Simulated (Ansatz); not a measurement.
The parent structure is HfO$_{2}$ in the fluorite structure (space group Fm-3m, No. 225).

```
CELL_PARAMETERS angstrom
      0.00000     2.52945     2.52945
      2.52945     0.00000     2.52945
      2.52945     2.52945     0.00000
ATOMIC_POSITIONS crystal
  Hf 0.00000 0.00000 0.00000
  O  0.25000 0.25000 0.25000
  O  0.75000 0.75000 0.75000
```

Cartesian axes are those of the cell as printed.

Level of theory: Ansatz (an electronic-structure program), r2SCAN, PAW, cutoff 500 eV, no SOC, earlier PAW set.

Base values:

```
Quantity    Value
--------  -------
Band gap  4.30 eV
```

The change: compressive biaxial strain of 0.58 % in the plane normal to [001], as in epitaxy on a mismatched substrate; the out-of-plane cell vector and the atoms relax.

Question: What does the calculation give for the out-of-plane strain and band gap after the change?

Answer: The out-of-plane strain amounts to +0.21 %; the band gap is nearly the same (4.30 eV against 4.29 eV).

With Hf present, leaving out spin-orbit coupling can change the band edges. Whether these cells are dynamically stable was not tested. This is not the structure that HfO2 has at room temperature and ambient pressure.
